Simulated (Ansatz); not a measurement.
The reference is GaSb in the zinc blende structure (space group F-43m, No. 216).

```
GaSb
1.0
    0.00000     3.06618     3.06618
    3.06618     0.00000     3.06618
    3.06618     3.06618     0.00000
Ga Sb
1 1
Cartesian
  0.00000   0.00000   0.00000
  1.53309   1.53309   1.53309
```

Cartesian axes are those of the cell as printed.

All numbers come from r2SCAN/PAW in Ansatz (an electronic-structure program), no spin-orbit coupling.

Before the change:

| Item | Result |
|---|---|
| Pressure | 0.01 GPa |
| Shortest interatomic distance | 5.018 bohr |

The change: tensile biaxial strain of 1.00 % in the plane normal to [001], as in epitaxy on a mismatched substrate; the out-of-plane cell vector and the atoms relax.

Problem. How does this affect the ratio −ε⊥/ε∥?

Solution. The ratio −ε⊥/ε∥ amounts to 0.85.

Problem. Estimate the effect on the energy relative to the base.

Solution. The energy grows by 1.6 meV/atom.

Problem. How does this affect the pressure?

Solution. The pressure (mean of the normal stresses, compression positive) shrinks by 0.594 GPa to -0.59 GPa.

Problem. Estimate the effect on the shortest interatomic distance.

Solution. The shortest interatomic distance rises by 0.019 bohr, from 5.018 bohr to 5.037 bohr.

Stability against distortions was not tested.
